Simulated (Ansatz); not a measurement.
Data:

```
CELL_PARAMETERS angstrom
      5.09446     0.00000     0.00000
     -2.54723     4.41193     0.00000
      0.00000     0.00000     5.56739
ATOMIC_POSITIONS crystal
  Si 0.49052 0.00000 0.83333
  Si 0.00000 0.49052 0.16667
  Si 0.50948 0.50948 0.50000
  O  0.41770 0.22867 0.68281
  O  0.77133 0.18903 0.01614
  O  0.81097 0.58230 0.34948
  O  0.18903 0.77133 0.98386
  O  0.22867 0.41770 0.31719
  O  0.58230 0.81097 0.65052
```

No spin polarisation.

The values are results of plane-wave PAW DFT at the PBEsol level (Ansatz, a program for electronic structure, 420 eV), no spin-orbit coupling, earlier PAW set, not measurements. Settings: 8×8×6 k-points, 0.05 eV Fermi–Dirac smearing.

Q: Predict the width of the top valence band, band gap and gap character.

A: The width of the top valence band is 0.64 eV. The band gap is 5.51 eV and the gap character comes out as indirect, M → Γ.

Load acts through the strain it causes; cell and atoms are relaxed under it. No phonon test of stability was made. The cell was made from SiO2 (space group P3_121, No. 152) by this change: pressure −2 GPa.
